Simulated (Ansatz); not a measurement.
Consider La2O3 (space group P-3m1, No. 164; a = 3.9403 Å, c = 6.1880 Å).

All numbers come from Ansatz (an electronic-structure program), PBE, PAW, cutoff 420 eV, no spin-orbit coupling.

One change was made to it. Results:

The lattice parameter a drops by 0.041 Å (3.940 Å → 3.899 Å); the gap character goes from indirect, L → M to indirect, L → K; the c/a ratio drops by 0.041 (1.570 → 1.529).

Problem. What was done to the base?
(A) pressure 7 GPa
(B) pressure −1 GPa
(C) pressure 30 GPa

Solution. A, pressure 7 GPa. For comparison, the lattice parameter a in the other runs: pressure 30 GPa gives 3.829 Å; pressure −1 GPa gives 3.948 Å.

Load acts through the strain it causes; cell and atoms are relaxed under it. No phonon test of stability was made. Competing high-pressure phases were not computed.
